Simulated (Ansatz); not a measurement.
The parent structure is GaN in the wurtzite structure (space group P6_3mc, No. 186; a = 3.218 Å, c = 5.243 Å).

Level of theory: DFT with PBE, PAW potentials and a 420 eV plane-wave cutoff in Ansatz (a program for electronic structure), no spin-orbit coupling.

For the base:

| Property | Result |
|---|---|
| Band gap | 1.71 eV |
| Valence-band top at Γ | 0.00, 0.00, -0.04 eV |
| Width of the top valence band | 2.67 eV |

One thing is altered: every lattice vector is stretched by 3.00 %, atoms relaxed at fixed cell.

Question: Predict the new band gap, valence-band top at Γ, energy relative to the base and width of the top valence band.

Answer: The band gap falls by 0.58 eV, from 1.71 eV to 1.13 eV; the valence-band top at Γ (three highest levels, from the VBM) changes from 0.00, 0.00, -0.04 eV to 0.00, 0.00, -0.02 eV; the energy increases by 46 meV/atom; the width of the top valence band falls by 0.28 eV, from 2.67 eV to 2.39 eV.

The cells carry an imposed strain or load. Whether these cells are dynamically stable was not tested.
